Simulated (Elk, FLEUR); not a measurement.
A FLEUR input for a self-consistent single point of PtS2 (P-3m1, 3 atoms in the cell) (DFT, LDA (Perdew-Zunger), all-electron FLAPW (FLEUR), scalar-relativistic valence):

Input of the input generator:

```
PtS2 crystal
&input film=f /
3.3846184789 -5.8623311697 0.0000000000
3.3846184789 5.8623311697 0.0000000000
0.0000000000 0.0000000000 9.6375578822
1.0
1.0 1.0 1.0

3
78 -0.0000000000 -0.0000000000 0.0000000000
16 0.3333333333 0.6666666667 0.2300000000
16 0.6666666667 0.3333333333 0.7700000000

&comp jspins=1 /
&exco xctyp='pz' /
&kpt div1=6 div2=6 div3=4 gamma=t /
&end /
```

```xml
<?xml version="1.0" encoding="UTF-8" standalone="no"?>
<fleurInput fleurInputVersion="0.39">
   <comment>
      PtS2 crystal                                                                                        
   </comment>
   <calculationSetup>
      <cutoffs Kmax="4.0" Gmax="12.0" GmaxXC="12.0" numbands="0"/>
      <scfLoop itmax="80" minDistance="0.00001" maxIterBroyd="99" imix="Anderson" alpha="0.05" precondParam="0.0" spinf="2.0"/>
      <coreElectrons ctail="T" frcor="F" kcrel="0" coretail_lmax="0"/>
      <xcFunctional name="pz" relativisticCorrections="F"/>
      <magnetism jspins="1"/>
      <soc l_soc="F" theta="0.0" phi="0.0" spav="F"/>
      <expertModes spex="0" secvar="F"/>
      <geometryOptimization l_f="T" forcealpha="1.0" forcemix="BFGS" epsdisp="0.00001" epsforce="0.00001"/>
      <ldaU l_linMix="F" mixParam="0.05" spinf="1.0"/>
   </calculationSetup>
   <cell>
      <bzIntegration valenceElectrons="28.0" mode="hist" fermiSmearingEnergy="0.00073499">
         <kPointListSelection listName="default-1"/>
         <!-- k-points included here -->
         <xi:include xmlns:xi="http://www.w3.org/2001/XInclude" href="kpts.xml"> </xi:include>
      </bzIntegration>
      <!-- symmetry operations included here -->
      <xi:include xmlns:xi="http://www.w3.org/2001/XInclude" href="sym.xml"> </xi:include>
      <bulkLattice scale="1.0">
         <bravaisMatrix>
            <row-1>    3.3846184788999998    -5.8623311697000000     0.0000000000000000</row-1>
            <row-2>    3.3846184788999998     5.8623311697000000     0.0000000000000000</row-2>
            <row-3>    0.0000000000000000     0.0000000000000000     9.6375578821999994</row-3>
         </bravaisMatrix>
      </bulkLattice>
   </cell>
   <atomSpecies>
      <species name="Platinum (Pt)" element="Pt" atomicNumber="78">
         <mtSphere radius="2.54" gridPoints="877" logIncrement="0.015"/>
         <atomicCutoffs lmax="10" lnonsphr="8"/>
         <electronConfig flipSpins="F">
            <coreConfig>(1s1/2) (2s1/2) (2p1/2) (2p3/2) (3s1/2) (3p1/2) (3p3/2) (4s1/2) (3d3/2) (3d5/2) (4p1/2) (4p3/2) (5s1/2) (4d3/2) (4d5/2) (4f5/2) (4f7/2)</coreConfig>
            <valenceConfig>(5p1/2) (5p3/2) (6s1/2) (5d3/2) (5d5/2)</valenceConfig>
            <stateOccupation state="(6s1/2)" spinUp="0.5" spinDown="0.5"/>
            <stateOccupation state="(5d3/2)" spinUp="1.8" spinDown="1.8"/>
            <stateOccupation state="(5d5/2)" spinUp="2.7" spinDown="2.7"/>
         </electronConfig>
         <energyParameters s="6" p="6" d="5" f="5"/>
         <lo type="SCLO" l="1" n="5" eDeriv="0"/>
      </species>
      <species name="Sulfur (S)" element="S" atomicNumber="16">
         <mtSphere radius="1.66" gridPoints="573" logIncrement="0.02"/>
         <atomicCutoffs lmax="6" lnonsphr="4"/>
         <electronConfig flipSpins="F">
            <coreConfig>(1s1/2) (2s1/2) (2p1/2) (2p3/2)</coreConfig>
            <valenceConfig>(3s1/2) (3p1/2) (3p3/2)</valenceConfig>
            <stateOccupation state="(3p1/2)" spinUp="0.6666666666667" spinDown="0.6666666666667"/>
            <stateOccupation state="(3p3/2)" spinUp="1.3333333333333" spinDown="1.3333333333333"/>
         </electronConfig>
         <energyParameters s="3" p="3" d="3" f="4"/>
      </species>
   </atomSpecies>
   <atomGroups>
      <atomGroup species="Platinum (Pt)">
         <relPos label="                   1">.0000000000 .0000000000 .0000000000</relPos>
         <force calculate="T" relaxXYZ="TTT"/>
      </atomGroup>
      <atomGroup species="Sulfur (S)">
         <relPos label="                   2">1.000/3.000 -1.000/3.000 .2300000000</relPos>
         <relPos label="                   3">-1.000/3.000 1.000/3.000 -.2300000000</relPos>
         <force calculate="T" relaxXYZ="TTT"/>
      </atomGroup>
   </atomGroups>
   <output dos="F" band="F" slice="F">
      <checks vchk="F" cdinf="F"/>
      <bandDOS minEnergy="-.5*Htr" maxEnergy="0.5*Htr" sigma="0.015" storeEVData="T"/>
      <vacuumDOS vacdos="F" integ="F" star="F" nstars="0" locx1="0.0" locy1="0.0" locx2="0.0" locy2="0.0" nstm="0" tworkf="0.0"/>
      <unfoldingBand unfoldBand="F" supercellX="1" supercellY="1" supercellZ="1"/>
      <plotting iplot="0" polar="F">
         <plot TwoD="T" vec1="  1.0  0.0  0.0" vec2="  0.0  1.0  0.0" vec3="  0.0  0.0  1.0" zero="  0.0  0.0  0.0" file="plot"/>
      </plotting>
      <chargeDensitySlicing numkpt="0" minEigenval="0.0" maxEigenval="0.0" nnne="0" pallst="F"/>
      <specialOutput eonly="F"/>
      <magneticCircularDichroism mcd="F" energyLo="-10.0" energyUp="0.0"/>
   </output>
  <!-- We include the file relax.xml here to enable relaxations (see documentation) -->
  <xi:include xmlns:xi="http://www.w3.org/2001/XInclude" href="relax.xml"> <xi:fallback/> </xi:include>
</fleurInput>
```

### Question
Give the Elk input for the same structure, mesh, smearing and functional.

### Answer
One input that does it (others would too):

```
tasks
  0

rgkmax
  7.5

gmaxvr
  14.0

nxlo
  2

lorbcnd
  .true.

rmtscf
  0.84

lmaxi
  2

swidth
  0.000734986

maxscl
  100

scale
  6.769236958

avec
    0.5000000000   -0.8660254038    0.0000000000
    0.5000000000    0.8660254038    0.0000000000
    0.0000000000    0.0000000000    1.4237288401

sppath
  'species/'

atoms
  2
  'Pt.in'
  1
  0.0000000000  0.0000000000  0.0000000000    0.0 0.0 0.0
  'S.in'
  2
  0.3333333333  0.6666666667  0.2300000000    0.0 0.0 0.0
  0.6666666667  0.3333333333  0.7700000000    0.0 0.0 0.0

ngridk
  6 6 4
```

Basis settings and potentials, where a program has them, do not carry over. This input uses DFT, LDA (PW92), all-electron FP-LAPW, Elk's shipped species files, APW+lo basis with extra local orbitals. LDA parametrisations can differ slightly between programs. Both were run: gap on the mesh 0.790 eV in FLEUR and 0.794 in Elk.

On FLEUR: the starting cell has typed, rounded lattice constants, without a prior relaxation at this level. Its lattice was rescaled by a random factor within 2.5 % of one. Spin-orbit coupling is off. Values depend on the basis (sphere radii, cutoffs, local orbitals), which need not be converged.

On Elk: the starting cell has typed, rounded lattice constants, without a prior relaxation at this level. Its lattice was rescaled by a random factor within 2.5 % of one. Spin-orbit coupling is off. Values depend on the basis (sphere radii, cutoffs, local orbitals), which need not be converged.
